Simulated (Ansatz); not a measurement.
Response to strain in hypothetical CdI2 type NbH2

Base system: NbH2 in the CdI2 type structure (space group P-3m1, No. 164; a = 2.855 Å, c = 4.806 Å; a hypothetical phase, not in the database extracts checked; layered, stacked along the Cartesian z axis; relaxed with 0.1 eV smearing). Axes: x lies along a and z along c of the hexagonal cell.

Strains are applied to the cell and any free atomic positions relax; under biaxial strain the out-of-plane vector relaxes too.

Method: Ansatz (a program for electronic structure) r2SCAN+rVV10, no SOC.

| biaxial strain, plane normal [001], relaxed out of plane (%) | out-of-plane strain (%) |
|---|---|
| -4.91 | 2.59 |
| -2.77 | ? |
| -1.08 | 0.78 |
| -0.92 | 0.67 |
| -0.58 | 0.41 |
| 0 | 0.00 |

Problem. Fit ε⊥ = −νε + γε² (strains in %) to the rows shown and predict the withheld row.

Solution. Least squares on the printed values gives ν = 0.77 (the biaxial Poisson response) and γ = -0.049 (largest residual 0.02 %); this predicts 1.75 %, and the run gives 1.73 %, 0.02 lower.

Stability against distortions was not tested. All final runs are without spin polarisation. An odd electron count without spin: NbH2.
